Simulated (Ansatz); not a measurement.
# Hf in the hcp (Mg type) structure (space group P6_3/mmc, No. 194)

```
Hf
1.0
    3.19784     0.00000     0.00000
   -1.59892     2.76941     0.00000
    0.00000     0.00000     5.04744
Hf
2
Cartesian
  0.00000   1.84627   3.78558
  1.59892   0.92314   1.26186
```

Level of theory: plane-wave PAW DFT at the r2SCAN level (Ansatz, a program for electronic structure, 500 eV), scalar-relativistic without spin-orbit coupling, earlier PAW set. k-mesh 17×17×9 (Γ-centred); smearing 0.05 eV (Fermi–Dirac).

| Property | Value |
|---|---|
| Volume per atom | 22.35 Å³ |
| Density | 13.26 g/cm³ |
| Band gap | zero |
| Total energy | -15733.792 eV/atom (σ→0; compares only within this code and set-up) |

No phonon test of stability was made. All final runs are without spin polarisation.
